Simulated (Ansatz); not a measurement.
**HfS2 under a change: uniaxial strain ε_zz = −3.08 %**

Take HfS2 in the CdI2 type structure (space group P-3m1, No. 164; a = 3.6057 Å, c = 5.7680 Å; layered, stacked along the Cartesian z axis) as the base. Axes: x lies along a and z along c of the hexagonal cell.

Perturbation: uniaxial strain ε_zz = −3.08 %, all other strain components held at zero; the atoms relax in the strained cell.

All numbers come from DFT with PBE-D3(BJ), PAW potentials and a 420 eV plane-wave cutoff in Ansatz (a program for electronic structure), no spin-orbit coupling. Γ-centred 11×11×6 mesh, Fermi–Dirac width 0.05 eV.

* **Space group**: P-3m1 (No. 164) (base P-3m1 (No. 164))
* **Shortest interatomic distance**: 2.536 Å (base 2.541 Å)
* **Energy relative to the base (free energy F)**: +3.3 meV/atom
* **Pressure (mean of the normal stresses, compression positive)**: 0.81 GPa (base 0.00 GPa)
* **Band gap**: 0.67 eV (base 0.85 eV)
* **Gap character**: indirect, Γ → L (base indirect, Γ → L)
* **Smallest direct gap**: 1.65 eV (base 1.81 eV)
* **Width of the top valence band**: 2.28 eV (base 2.10 eV)
* **Hole mass**: 0.20 mₑ along z, 2.6 mₑ across (at Γ)
* **Valence-band top at Γ (three highest levels, from the VBM)**: 0.00, -0.37, -0.37 eV
* **Largest internal atomic displacement**: 0.037 Å
* **Stress (xx, yy, zz, yz, xz, xy; compression positive)**: (0.36, 0.36, 1.71, 0.00, 0.00, 0.00) GPa

Final structure:

```
HfS2
1.0
    3.60567     0.00000     0.00000
   -1.80284     3.12261     0.00000
    0.00000     0.00000     5.59039
Hf S
1 2
Direct
  0.00000   0.00000   0.00000
  0.33333   0.66667   0.25911
  0.66667   0.33333   0.74089
```

Spin-orbit coupling, missing from the scalar runs, can matter with Hf. Masses are band curvatures over ±0.01 Å⁻¹ around the edge. Whether these cells are dynamically stable was not tested.
